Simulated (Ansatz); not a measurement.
Inside the gap of an insulator the Bloch states are evanescent, with a wavenumber k + iκ along the transport direction.

```
CSi
1.0
    3.07569     0.00000     0.00000
    0.00000    10.07065     0.00000
    1.53784     0.00000     2.66363
Si C
4 4
Direct
  0.66667   0.06216   0.66667
  0.33333   0.56216   0.33333
  0.00000   0.31211   0.00000
  0.00000   0.81211   0.00000
  0.66667   0.25020   0.66667
  0.33333   0.75020   0.33333
  0.00000   0.49954   0.00000
  0.00000   0.99954   0.00000
```

Space group of this cell: P6_3mc. The cell is taken as given.

Transport runs along the normal of the first two printed cell vectors, the (100) plane of the conventional cell.

No gap correction and no spin-orbit coupling; mid-gap values are interpolated between computed energies.

### Question
Estimate the band gap and the smallest decay constant κ at mid-gap that PBEsol run with Ansatz (an electronic-structure program) returns for this system.

### Answer
Gap 2.12 eV on a 12×4×12 mesh; κ = 0.219 1/Å, at (0.500, 0.000) of the in-plane reciprocal vectors. At the zone centre, at the nearest computed energy, the slowest state has κ = 0.26 1/Å.
